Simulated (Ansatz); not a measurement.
A computed series for CdTe: point defects

Start from a 16-atom supercell of CdTe in the zinc blende structure (space group F-43m, No. 216) at its relaxed geometry.

```yaml
crystal:
  lattice:
    - [0.00000, 6.61805, 6.61805]
    - [6.61805, 0.00000, 6.61805]
    - [6.61805, 6.61805, 0.00000]
  atoms:
    - { symbol: Te, position: [0.37500, 0.37500, 0.37500] }
    - { symbol: Te, position: [0.37500, 0.37500, 0.87500] }
    - { symbol: Te, position: [0.37500, 0.87500, 0.37500] }
    - { symbol: Te, position: [0.37500, 0.87500, 0.87500] }
    - { symbol: Te, position: [0.87500, 0.37500, 0.37500] }
    - { symbol: Te, position: [0.87500, 0.37500, 0.87500] }
    - { symbol: Te, position: [0.87500, 0.87500, 0.37500] }
    - { symbol: Te, position: [0.87500, 0.87500, 0.87500] }
    - { symbol: Cd, position: [0.00000, 0.00000, 0.00000] }
    - { symbol: Cd, position: [0.00000, 0.00000, 0.50000] }
    - { symbol: Cd, position: [0.00000, 0.50000, 0.00000] }
    - { symbol: Cd, position: [0.00000, 0.50000, 0.50000] }
    - { symbol: Cd, position: [0.50000, 0.00000, 0.00000] }
    - { symbol: Cd, position: [0.50000, 0.00000, 0.50000] }
    - { symbol: Cd, position: [0.50000, 0.50000, 0.00000] }
    - { symbol: Cd, position: [0.50000, 0.50000, 0.50000] }
```

One neutral defect a cell, atoms relaxed at fixed cell.

The values are results of PBE in Ansatz (plane waves to 420 eV, PAW, no spin-orbit coupling), not measurements.

```csv
case,pressure,largest displacement of a host atom from its site in the perfect cell
perfect supercell,0.0 GPa,–
"I on a Te site, symmetric start",1.3 GPa,0.20 Å
Te interstitial (started 2.87 Å from the nearest host atom),(withheld),(withheld)
"H interstitial (started 2.70 Å from the nearest host atom), symmetric start",0.1 GPa,0.09 Å
Te on a Cd site (antisite),0.7 GPa,0.40 Å
"Te vacancy, symmetric start",-0.5 GPa,0.09 Å
```

What belongs in the blanks?


- Te interstitial (started 2.87 Å from the nearest host atom), pressure: 2.3 GPa
- Te interstitial (started 2.87 Å from the nearest host atom), largest displacement of a host atom from its site in the perfect cell: 1.61 Å

The magnetic state is the one reached from the starting moments; the real material's order can differ, and small cells can't hold many antiferromagnetic ones. In so small a cell the defect repeats every few ångströms: this is an ordered compound, not a dilute defect. The mesh was chosen for an insulator and is coarse for the gapless case. Defects with a symmetric start kept the site's symmetry and may sit on a saddle; the others started slightly shaken. Starting moments died away, wholly or in part, for I on a Te site, Te interstitial (started 2.87 Å from the nearest host atom), Te on a Cd site (antisite) and Te vacancy; another magnetic solution may exist.

Ansatz is a first-principles code.
